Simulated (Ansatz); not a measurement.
## Response to strain in ZnCu2GeS4

The parent structure is ZnCu2GeS4 (space group I-4, No. 82).

```yaml
crystal:
  lattice:
    - [-2.63330, 2.63330, 5.24254]
    - [2.63330, -2.63330, 5.24254]
    - [2.63330, 2.63330, -5.24254]
  atoms:
    - { symbol: Cu, position: [0.00000, 0.00000, 0.00000] }
    - { symbol: Cu, position: [0.75000, 0.25000, 0.50000] }
    - { symbol: Zn, position: [0.25000, 0.75000, 0.50000] }
    - { symbol: Ge, position: [0.50000, 0.50000, 0.00000] }
    - { symbol: S, position: [0.63049, 0.62078, 0.49857] }
    - { symbol: S, position: [0.12222, 0.13192, 0.50143] }
    - { symbol: S, position: [0.37922, 0.87778, 0.00971] }
    - { symbol: S, position: [0.86808, 0.36951, 0.99029] }
```

Cartesian axes are those of the cell as printed.

Strains are applied to the cell and any free atomic positions relax; under biaxial strain the out-of-plane vector relaxes too; under stress the whole cell relaxes.

Level of theory: PBEsol (Ansatz, a first-principles code; PAW; 420 eV plane waves; without spin-orbit coupling).

Candidates:
(a) biaxial strain −3.99 %, plane normal [001], relaxed out of plane
(b) strain tensor (xx, yy, zz, yz, xz, xy) = (+0.98, +1.55, +1.10, +0.36, +0.03, −0.21) %
(c) biaxial strain +0.39 %, plane normal [001], relaxed out of plane
(d) uniaxial stress, 0.5 GPa tension along z

For the base:

* **Band gap**: 0.60 eV

### Question
Order them by band gap, lowest first.

### Answer
(b) strain tensor (xx, yy, zz, yz, xz, xy) = (+0.98, +1.55, +1.10, +0.36, +0.03, −0.21) % (0.45 eV), (c) biaxial strain +0.39 %, plane normal [001], relaxed out of plane (0.58 eV), (d) uniaxial stress, 0.5 GPa tension along z (0.60 eV), (a) biaxial strain −3.99 %, plane normal [001], relaxed out of plane (0.66 eV)

Beyond what the load breaks, stability against distortions was not tested. The final runs are not spin-polarised.
